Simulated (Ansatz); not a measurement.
Cell of cubic BaHfO3 (0 0 1) on zinc-blende InP (0 0 1) (film strained to the substrate, started from cuts of the bulks; metallic at this level, with no gap by band count; slabs In6P5 and Ba3O7Hf2, which can lie off the formulas; started ferromagnetic, the moments vanishing), with its geometry taken from a PBE run:

```xyz
23
Lattice="4.2100 0.0023 0.1927 0.0016 4.2135 -0.0887 1.6704 -2.3671 27.3666" Properties=species:S:1:pos:R:3 pbc="T T T"
In     5.0069    -0.3107     4.0954
In     3.0287     3.0014     1.3104
In     4.7309    -0.1546    10.0679
In     2.7611     1.8938     6.9490
In     5.6915    -0.0323    15.7389
In     2.4489     2.0161    12.9203
P      5.0854     1.7540     2.4421
P      4.7972     1.9204     8.5349
P      2.8322    -0.2449     5.4998
P      4.4714     2.0519    14.6269
P      2.5563    -0.1230    11.4658
Ba     3.2360     2.1255    17.9318
O      5.0852     0.0166    18.0078
Ba     2.9131    -1.9856    22.1503
Hf     5.1318     0.0646    20.0907
O      2.9986     0.0620    20.0122
O      5.1117     2.1688    20.0460
O      4.9950     0.0962    22.1988
Ba     2.7085    -1.7678    26.2834
Hf     4.9099     0.1814    24.3122
O      2.8033     0.1579    24.2131
O      4.9106    -1.9539    24.3349
O      4.8078     0.0798    26.3901
```
Starting moments (μB, in the order of the record's atoms In In In In In In P P P P P Ba O Ba Hf O O O Ba Hf O O O): 0.0 0.5 0.0 0.0 0.5 0.0 0.0 0.0 0.0 0.0 0.0 0.5 0.5 0.0 0.0 0.0 0.0 0.0 0.5 0.0 0.0 0.0 0.5.

All values below come from PBE (plane waves to 420 eV, PAW; Ansatz, a quantum-chemistry and plane-wave program). Scalar-relativistic, without spin–orbit coupling. Its k-point mesh 6×6×1, Fermi–Dirac width 0.05 eV.

**Question.** Give the plane-averaged electrostatic potential energy of an electron along the normal (the smooth PAW potential), about its mean over the cell.

**Answer.** 
| z (Å) | V (eV) |
|---|---|
| 0.000 | 4.21 |
| 0.283 | 4.29 |
| 0.425 | 3.62 |
| 0.708 | 1.67 |
| 0.850 | 0.80 |
| 1.134 | -0.36 |
| 1.417 | -1.02 |
| 1.559 | -1.42 |
| 1.842 | -2.16 |
| 1.984 | -2.11 |
| 2.267 | -1.17 |
| 2.551 | 0.55 |
| 2.692 | 1.72 |
| 2.976 | 3.28 |
| 3.117 | 3.02 |
| 3.401 | 1.47 |
| 3.684 | 0.30 |
| 3.826 | 0.10 |
| 4.109 | 0.44 |
| 4.251 | 0.97 |
| 4.534 | 2.27 |
| 4.818 | 2.15 |
| 4.959 | 1.36 |
| 5.243 | 0.06 |
| 5.526 | 0.19 |
| 5.668 | 0.82 |
| 5.951 | 2.30 |
| 6.093 | 2.42 |
| 6.376 | 1.33 |
| 6.660 | 0.27 |
| 6.801 | 0.06 |
| 7.085 | 0.36 |
| 7.227 | 0.85 |
| 7.510 | 2.13 |
| 7.793 | 2.13 |
| 7.935 | 1.39 |
| 8.218 | 0.06 |
| 8.360 | -0.09 |
| 8.643 | 0.74 |
| 8.927 | 2.23 |
| 9.069 | 2.39 |
| 9.352 | 1.35 |
| 9.494 | 0.72 |
| 9.777 | 0.06 |
| 10.060 | 0.34 |
| 10.202 | 0.83 |
| 10.486 | 2.13 |
| 10.627 | 2.45 |
| 10.911 | 1.47 |
| 11.194 | 0.10 |
| 11.336 | -0.08 |
| 11.619 | 0.71 |
| 11.761 | 1.54 |
| 12.044 | 2.49 |
| 12.328 | 1.49 |
| 12.469 | 0.83 |
| 12.753 | 0.11 |
| 12.894 | 0.12 |
| 13.178 | 0.91 |
| 13.461 | 2.47 |
| 13.603 | 3.14 |
| 13.886 | 2.60 |
| 14.170 | 0.32 |
| 14.311 | -0.61 |
| 14.595 | -1.82 |
| 14.736 | -2.14 |
| 15.020 | -1.78 |
| 15.303 | -0.95 |
| 15.445 | -0.65 |
| 15.728 | 0.23 |
| 15.870 | 0.95 |
| 16.153 | 2.86 |
| 16.437 | 4.36 |
| 16.578 | 4.46 |
| 16.862 | 3.20 |
| 17.004 | 1.98 |
| 17.287 | -1.75 |
| 17.570 | -4.86 |
| 17.712 | -5.57 |
| 17.995 | -4.79 |
| 18.137 | -3.50 |
| 18.421 | -0.14 |
| 18.704 | 2.01 |
| 18.846 | 2.46 |
| 19.129 | 1.18 |
| 19.271 | -0.99 |
| 19.554 | -5.58 |
| 19.837 | -7.48 |
| 19.979 | -6.98 |
| 20.263 | -3.41 |
| 20.404 | -0.80 |
| 20.688 | 2.69 |
| 20.971 | 2.81 |
| 21.113 | 1.98 |
| 21.396 | -1.02 |
| 21.538 | -2.82 |
| 21.821 | -5.30 |
| 22.105 | -5.12 |
| 22.246 | -3.99 |
| 22.530 | -0.57 |
| 22.813 | 2.18 |
| 22.955 | 2.92 |
| 23.238 | 2.48 |
| 23.380 | 1.03 |
| 23.663 | -4.00 |
| 23.947 | -7.20 |
| 24.088 | -7.46 |
| 24.372 | -5.12 |
| 24.513 | -2.92 |
| 24.797 | 1.53 |
| 25.080 | 2.43 |
| 25.222 | 1.84 |
| 25.505 | -0.50 |
| 25.647 | -2.25 |
| 25.930 | -5.03 |
| 26.214 | -5.48 |
| 26.356 | -4.60 |
| 26.639 | -1.30 |
| 26.781 | 0.70 |
| 27.064 | 3.43 |
